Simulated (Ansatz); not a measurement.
Here is the system:

```yaml
crystal:
  lattice:
    - [0.00000, 2.76185, 2.76185]
    - [2.76185, 0.00000, 2.76185]
    - [2.76185, 2.76185, 0.00000]
  atoms:
    - { symbol: Bi, position: [0.75000, 0.75000, 0.75000] }
    - { symbol: B, position: [0.00000, 0.00000, 0.00000] }
```

No spin polarisation.

Level of theory: PBE/PAW in Ansatz (an electronic-structure program), scalar-relativistic without spin-orbit coupling, earlier PAW set. Γ-centred 10×10×10 mesh, Fermi–Dirac width 0.05 eV.

**Question.** Predict the band gap and gap character.

**Answer.** 
```json
{
  "band_gap": "0.14 eV",
  "gap_character": "direct at Γ"
}
```

Spin-orbit coupling, missing from the scalar runs, can matter with Bi. No phonon test of stability was made. The cell was made from BAs by this change: As → Bi; the result is a hypothetical phase, not in the database extracts checked. A zero or small gap of BiB can be the functional's error rather than a property of the material.
